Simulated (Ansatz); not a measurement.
Worked example: self-consistent single point of Ge₂W (I4mm, 3 atoms in the cell) in Ansatz (a program for electronic structure).

Level of theory: PBEsol, PAW files made with PBE (plane waves; Ansatz).

The change in words: lattice scaled by 0.98; basis.ecutwfc: 420 eV → 630 eV. Reference geometry:
```xyz
3
Lattice="-1.6706 1.6706 4.1092 1.6706 -1.6706 4.1092 1.6706 1.6706 -4.1092" Properties=species:S:1:pos:R:3 pbc="T T T"
Ge     0.0000     0.0000     2.8245
Ge     0.0000     0.0000     5.4440
W      0.0000     0.0000     0.0000
```

Reference input (self-consistent single point, DFT, PBEsol, plane waves, PAW files made with PBE): basis.ecutwfc = 420 eV; kpoints.mp_grid.grid = 8 8 8; hamiltonian.xc = pbesol; hamiltonian.pseudopotentials = {kind: paw} (the program's default PAW files); scf.occupations.method = gaussian; scf.occupations.width = 0.1 eV. This run's input differs from it in these lines:

Ansatz 0.2 input:
```diff
@@ -3,5 +3,5 @@
   lattice:
-    - [-1.670601, 1.670601, 4.109244]
-    - [1.670601, -1.670601, 4.109244]
-    - [1.670601, 1.670601, -4.109244]
+    - [-1.637189, 1.637189, 4.027059]
+    - [1.637189, -1.637189, 4.027059]
+    - [1.637189, 1.637189, -4.027059]
   atoms:
@@ -11,3 +11,3 @@
 basis:
-  ecutwfc: 420.0 eV
+  ecutwfc: 630.0 eV
 kpoints:
```

The program printed (abridged):

```
SCF iter   1: F=—  HF=-18764.923800 eV  |F-HF|=—  |Δ(HF+E_count)|=         —  Δρ=5.27e-2  dr2=1.21e0  ethr=3.10e-3  ⟨swp⟩=5.1  Hψ=5882  notcnv=0
all-band conjugate gradients solve this SCF's bands
preconditioner: auto → none
SCF iter   2: F=—  HF=-18764.649389 eV  |F-HF|=—  |Δ(HF+E_count)|=   2.74e-1  Δρ=2.32e-2  dr2=1.57e-1  ethr=2.88e-3  ⟨swp⟩=2.0  Hψ=2316  notcnv=0  defer=49
   [... lines left out ...]
SCF iter   4: F=—  HF=-18764.623235 eV  |F-HF|=—  |Δ(HF+E_count)|=   1.32e-4  Δρ=9.94e-4  dr2=8.69e-4  ethr=7.65e-6  ⟨swp⟩=2.0  Hψ=2590  notcnv=0  defer=49
SCF iter   5: F=—  HF=-18764.622965 eV  |F-HF|=—  |Δ(HF+E_count)|=   2.70e-4  Δρ=1.46e-4  dr2=9.36e-6  ethr=2.07e-6  ⟨swp⟩=3.0  Hψ=2679  notcnv=0  defer=49
SCF iter   6: F=—  HF=-18764.622967 eV  |F-HF|=—  |Δ(HF+E_count)|=   1.82e-6  Δρ=5.33e-5  dr2=1.61e-6  ethr=2.23e-8  ⟨swp⟩=2.2  Hψ=2639  notcnv=0  defer=49
SCF iter   7: F=-18764.622967 eV  HF=-18764.622967 eV  |F-HF|=5.55e-9  |Δ(HF+E_count)|=   5.02e-7  Δρ=1.51e-5  dr2=3.03e-8  ethr=2.38e-10  ⟨swp⟩=6.7  Hψ=6964  notcnv=0
SCF 1 converged in 7 iterations: F = -18764.622967 eV  dr2 = 3.03e-8
Free energy (F): -18764.622967 eV
Internal energy: -18764.620798 eV  (E = F + TS)
E sigma→0 (E₀):  -18764.621882 eV
Entropy (-TS):   -0.002169 eV (-0.723 meV/atom)
Fermi energy:    18.532100 eV
--- Forces (eV/Å), atoms counted from 1 ---
  atom   1  Ge    -0.00000000    -0.00000000    -0.87944147
  atom   2  Ge     0.00000000     0.00000000     0.59365990
  atom   3  W      0.00000000    -0.00000000     0.28579882
--- Stress (GPa, compression-positive) ---
        7.310929       0.000000       0.000000
        0.000000       7.310929       0.000000
        0.000000       0.000000      10.523794
  P = ⅓ Tr σ = 8.3819 GPa (83.819 kbar)
  The stress holds the Pulay correction. Without it, at fixed plane waves, as pw.x and ABINIT print it: P = 8.3774 GPa
```

The run converged in 7 iterations. Against the reference run the free energy goes up by 9.4 meV/atom, the pressure goes from -3.92 to 8.38 GPa and the largest force goes from 0.555 to 0.879 eV/Å.

The starting cell comes from a database of computed structures (which also holds hypothetical and non-ambient phases and stackings), without a prior relaxation at this level. Its lattice was rescaled by up to half a per cent. One atom was moved a little off its site on purpose. For this run, on top of that: lattice scaled by 0.98. Spin polarisation is off. Ansatz's pressure includes its estimate of the finite-basis (Pulay) stress.
